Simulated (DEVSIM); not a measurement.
Device: abrupt InP p-n junction, at 300 K.

| layer (left to right) | material | thickness (μm) | Nd (cm⁻³) | Na (cm⁻³) | τn (s) | τp (s) |
|---|---|---|---|---|---|---|
| 1 | InP | 24.0 | - | 1.1e17 | 8.9e-10 | 8.9e-10 |
| 2 | InP | 0.920 | 2.6e16 | - | 8.9e-10 | 8.9e-10 |

Left contact: ohmic. Right contact: ohmic. Voltage is applied to the left contact. Recombination: SRH at mid-gap, radiative, Auger. Mobility is constant in doping.

Constants are typed, rounded textbook-type inputs, not results; the design itself was drawn at random and stands for no fabricated device. Values at 300 K.

| parameter | InP |
|---|---|
| gap (eV) | 1.344 |
| affinity (eV) | 4.38 |
| permittivity | 12.5 |
| Nc (cm⁻³) | 5.7e17 |
| Nv (cm⁻³) | 1.1e19 |
| μn (cm²/Vs) | 5200 |
| μp (cm²/Vs) | 170 |
| B (cm³/s) | 1.2e-10 |
| Cn (cm⁶/s) | 9e-31 |
| Cp (cm⁶/s) | 9e-31 |

DEVSIM, 1D drift-diffusion, Boltzmann statistics, complete ionisation; no tunnelling, impact ionisation, image-force lowering or self-heating.

### Question
Give the dark forward current.

### Answer

| V (V) | J (A/cm²) |
|---|---|
| 0.05 | 2.8e-9 |
| 0.10 | 9.8e-9 |
| 0.20 | 7.9e-8 |
| 0.25 | 2.1e-7 |
| 0.30 | 5.9e-7 |
| 0.35 | 1.6e-6 |
| 0.45 | 1.2e-5 |
| 0.50 | 3.3e-5 |
| 0.55 | 9.1e-5 |
| 0.65 | 0.00072 |
| 0.70 | 0.0021 |
| 0.75 | 0.0064 |
| 0.85 | 0.083 |
| 0.90 | 0.38 |
| 0.95 | 2.0 |
| 1.00 | 9.6 |
| 1.10 | 73 |
| 1.15 | 120 |
| 1.20 | 180 |
| 1.30 | 320 |
| 1.35 | 390 |
| 1.40 | 470 |
| 1.50 | 650 |
| 1.55 | 750 |
| 1.60 | 850 |
| 1.65 | 950 |
| 1.75 | 1200 |
| 1.80 | 1300 |
